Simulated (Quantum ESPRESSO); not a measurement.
A self-consistent single point of TeHO3 (P1, 40 atoms in the cell) with Quantum ESPRESSO.

Method: LDA (PZ), GBRV 1.5 ultrasoft (LDA) pseudopotentials (plane waves; Quantum ESPRESSO).

```xyz
40
Lattice="4.9898 0.0000 0.0000 0.0000 11.5233 0.0000 -4.9791 0.0000 8.3614" Properties=species:S:1:pos:R:3 pbc="T T T"
Te     0.1139     7.3202     4.5150
Te     2.5662     4.2039     0.3862
Te     2.5852     9.9306     3.7921
Te     0.1312     1.5820     7.9315
Te     0.7507     3.9672     5.5801
Te     3.2711     7.5282     1.4068
Te     3.2561     1.8080     2.7780
Te     0.7681     9.7875     6.9390
H     -1.2377     6.3866     6.5463
H      1.2398     5.1526     2.3622
H      0.5188    10.7643     2.6535
H     -1.9678     0.7400     6.7975
H     -2.2200     4.4356     4.3386
H      0.2636     7.1438     0.1570
H      0.1355     1.4435     4.2435
H      2.5844    10.0782     0.0855
O      1.0652     7.8885     6.1375
O      3.5338     3.6210     1.9654
O      3.5711     9.3359     2.2001
O      1.0343     2.1402     6.3460
O     -1.1144     8.8764     4.8713
O      1.3927     2.6531     0.7685
O      1.3589     8.3787     3.3922
O     -1.1304     3.1153     7.6107
O     -1.0740     6.1268     5.5773
O      1.4466     5.4090     1.4241
O      1.4476    11.0536     2.7393
O     -1.0482     0.4427     6.9058
O      1.6855    10.5377     5.3860
O      4.2010     0.9666     1.2274
O     -0.9022     6.6943     2.9619
O     -3.4005     4.8056     7.1112
O     -2.5057     3.5266     4.6511
O     -0.0520     7.9598     0.4536
O     -0.0564     2.2546     3.7202
O     -2.5605     9.3055     7.8934
O      1.1801     5.7387     4.2731
O      3.6650     5.7784     0.0868
O     -1.2434    11.4963     3.8211
O     -3.7058     0.0889     8.0107
```

Reference input (self-consistent single point, DFT, LDA (PZ), plane waves, GBRV 1.5 ultrasoft (LDA) pseudopotentials): ecutwfc = 40 Ry; ecutrho = 200 Ry; occupations = smearing; smearing = gauss; degauss = 0.000734986 Ry; potentials = {Te: te_lda_v1.uspp.F.UPF, H: h_lda_v1.4.uspp.F.UPF, O: o_lda_v1.2.uspp.F.UPF}; K_POINTS = automatic 3 2 2 0 0 0; conv_thr = 1e-10 Ry. This run's input differs from it in these lines:

```diff
@@ -66,4 +66,3 @@
 O     0.21332000    0.00771200    0.95805400
-K_POINTS {automatic}
-3 2 2  0 0 0
+K_POINTS {gamma}
 CELL_PARAMETERS {alat}
```

Output (repeated stretches shortened):

```
     Self-consistent Calculation

     iteration #  1     ecut=    40.00 Ry     beta= 0.70

     total energy              =    -990.06466325 Ry
     estimated scf accuracy    <      10.58421822 Ry

     iteration #  2     ecut=    40.00 Ry     beta= 0.70

     total energy              =    -992.27655252 Ry
     estimated scf accuracy    <      14.86479596 Ry

     iteration #  3     ecut=    40.00 Ry     beta= 0.70

     total energy              =    -994.99940788 Ry
     estimated scf accuracy    <       0.94162230 Ry

   [... 14 blocks of this kind left out ...]

     iteration # 18     ecut=    40.00 Ry     beta= 0.70

     total energy              =    -995.18026386 Ry
     estimated scf accuracy    <          1.7E-10 Ry

     iteration # 19     ecut=    40.00 Ry     beta= 0.70
     End of self-consistent calculation

     the Fermi energy is     4.2957 ev

!    total energy              =    -995.18026386 Ry
     estimated scf accuracy    <          3.0E-11 Ry
     smearing contrib. (-TS)   =      -0.00000000 Ry
     internal energy E=F+TS    =    -995.18026386 Ry

     convergence has been achieved in  19 iterations

     Forces acting on atoms (cartesian axes, Ry/au):

     atom    1 type  1   force =    -0.00043672   -0.01512736    0.05393519
     atom    2 type  1   force =     0.03516233    0.00950208   -0.02957031
     atom    3 type  1   force =     0.04883562   -0.01082792   -0.02443373
     atom    4 type  1   force =    -0.04866535    0.03808763    0.07731051
     atom    5 type  1   force =    -0.04023891    0.02860063   -0.05359936
   [... 31 lines left out ...]
   [... lines left out ...]

     Total force =     0.380277     Total SCF correction =     0.000015

          total   stress  (Ry/bohr**3)                   (kbar)     P=        9.34
  -0.00010154  -0.00004586   0.00001677          -14.94       -6.75        2.47
  -0.00004586   0.00017608  -0.00001679           -6.75       25.90       -2.47
   0.00001677  -0.00001679   0.00011589            2.47       -2.47       17.05

   JOB DONE.
```

The run converged in 19 iterations. Against the reference run the free energy goes down by 34.2 meV/atom, the pressure goes from 2.21 to 0.93 GPa, the largest force goes from 4.599 to 4.712 eV/Å and the gap on the mesh goes from 1.815 to 1.886 eV.

The starting cell comes from a database of computed structures (which also holds hypothetical and non-ambient phases and stackings), without a prior relaxation at this level. Its atoms were displaced at random from the sites of space group no. 7. Spin-orbit coupling is off. Forces in this geometry exceed 1 eV/Å. Another mesh or the band path of this cell gives a smaller gap, so this value is not converged in the mesh.

Cost on one core of a shared machine: roughly 80 s.
